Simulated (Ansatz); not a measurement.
Electronic density of states of amorphous Ta₁₈Si₇N₂₅, density 10.59 g/cm³, on a 2×2×2 Γ-centred mesh with a Gaussian width of 0.1 eV; energies count from the Fermi level. Cell and mesh are small, so fine structure isn't converged. Level of theory: PBE, scalar-relativistic without spin-orbit coupling (plane waves to 420 eV, PAW; Ansatz, an electronic-structure program). Sampling: a 2×2×2 Γ-centred mesh; Fermi-Dirac width 0.1 eV; no spin polarisation, though the count of electrons is odd. The usual formal charges leave 43 electrons over, so the level spacing at the Fermi energy parts defect or band states and needn't be the band gap.

It comes from a melt-quench run on a machine-learned potential (CHGNet), relaxed afterwards by DFT. N atoms were pushed apart under 1.9 Å during the dynamics, to hinder bonds among them. The hot cell started wider than the set density and was brought back towards it in steps. It is the lowest in DFT energy of 2 quenches. It is a model cell: composition and starting density were chosen by hand, and all elements were melted together. No dispersion term was used. Its density started from a set value of 12.14 and ended at 10.59 g/cm³. The simulated quench (nominally 300 K/ps over its main leg) is rapid and tends to freeze in more defects than a deposited or slowly cooled glass has. Values belong to this one cell and scatter from quench to quench. Volume and shape were free in the relaxation. On a 2×2×2 Γ-centred mesh force components of up to 0.36 eV/Å stay, since the relaxation ran on one k-point at (1/4, 1/4, 1/4).

(E - EF (eV), states/(eV atom)): (-12.00, 0.00); (-11.90, 0.00); (-11.80, 0.00); (-11.70, 0.00); (-11.60, 0.00); (-11.50, 0.00); (-11.40, 0.00); (-11.30, 0.00); (-11.20, 0.00); (-11.10, 0.00); (-11.00, 0.00); (-10.90, 0.00); (-10.80, 0.00); (-10.70, 0.00); (-10.60, 0.00); (-10.50, 0.00); (-10.40, 0.00); (-10.30, 0.00); (-10.20, 0.00); (-10.10, 0.05); (-10.00, 0.15); (-9.90, 0.14); (-9.80, 0.07); (-9.70, 0.13); (-9.60, 0.18); (-9.50, 0.06); (-9.40, 0.01); (-9.30, 0.02); (-9.20, 0.10); (-9.10, 0.15); (-9.00, 0.14); (-8.90, 0.19); (-8.80, 0.23); (-8.70, 0.18); (-8.60, 0.11); (-8.50, 0.11); (-8.40, 0.17); (-8.30, 0.18); (-8.20, 0.16); (-8.10, 0.21); (-8.00, 0.22); (-7.90, 0.25); (-7.80, 0.32); (-7.70, 0.38); (-7.60, 0.40); (-7.50, 0.43); (-7.40, 0.46); (-7.30, 0.45); (-7.20, 0.50); (-7.10, 0.53); (-7.00, 0.49); (-6.90, 0.44); (-6.80, 0.50); (-6.70, 0.54); (-6.60, 0.60); (-6.50, 0.60); (-6.40, 0.59); (-6.30, 0.61); (-6.20, 0.57); (-6.10, 0.55); (-6.00, 0.57); (-5.90, 0.63); (-5.80, 0.66); (-5.70, 0.66); (-5.60, 0.63); (-5.50, 0.62); (-5.40, 0.59); (-5.30, 0.57); (-5.20, 0.61); (-5.10, 0.69); (-5.00, 0.66); (-4.90, 0.62); (-4.80, 0.57); (-4.70, 0.57); (-4.60, 0.57); (-4.50, 0.58); (-4.40, 0.62); (-4.30, 0.63); (-4.20, 0.61); (-4.10, 0.61); (-4.00, 0.59); (-3.90, 0.61); (-3.80, 0.57); (-3.70, 0.51); (-3.60, 0.53); (-3.50, 0.57); (-3.40, 0.52); (-3.30, 0.43); (-3.20, 0.44); (-3.10, 0.46); (-3.00, 0.40); (-2.90, 0.33); (-2.80, 0.30); (-2.70, 0.35); (-2.60, 0.30); (-2.50, 0.14); (-2.40, 0.13); (-2.30, 0.19); (-2.20, 0.19); (-2.10, 0.19); (-2.00, 0.21); (-1.90, 0.25); (-1.80, 0.24); (-1.70, 0.27); (-1.60, 0.30); (-1.50, 0.33); (-1.40, 0.34); (-1.30, 0.39); (-1.20, 0.35); (-1.10, 0.31); (-1.00, 0.39); (-0.90, 0.38); (-0.80, 0.28); (-0.70, 0.33); (-0.60, 0.36); (-0.50, 0.37); (-0.40, 0.35); (-0.30, 0.28); (-0.20, 0.26); (-0.10, 0.23); (0.00, 0.25); (0.10, 0.29); (0.20, 0.30); (0.30, 0.31); (0.40, 0.34); (0.50, 0.36); (0.60, 0.38); (0.70, 0.37); (0.80, 0.33); (0.90, 0.41); (1.00, 0.46); (1.10, 0.41); (1.20, 0.43); (1.30, 0.42); (1.40, 0.40); (1.50, 0.43); (1.60, 0.47); (1.70, 0.52); (1.80, 0.52); (1.90, 0.47); (2.00, 0.51); (2.10, 0.52); (2.20, 0.55); (2.30, 0.62); (2.40, 0.58); (2.50, 0.61); (2.60, 0.66); (2.70, 0.57)
